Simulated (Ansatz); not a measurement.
Consider W in the bcc (W type) structure (space group Im-3m, No. 229; a = 3.169 Å; relaxed with 0.1 eV smearing).

Level of theory: Ansatz (a quantum-chemistry and plane-wave program) r2SCAN, scalar-relativistic without spin-orbit coupling.

For the base:

The pressure is 0.0 GPa and the band gap comes out as zero.

Perturbation: every lattice vector is stretched by 2.00 %, atoms relaxed at fixed cell.

Question: How does this affect the energy relative to the base, pressure and band gap?

Answer: The energy goes up by 54 meV/atom; the pressure goes from zero to -16.8 GPa; the band gap stays zero.

The cells carry an imposed strain or load. No phonon test of stability was made. The final runs are not spin-polarised.
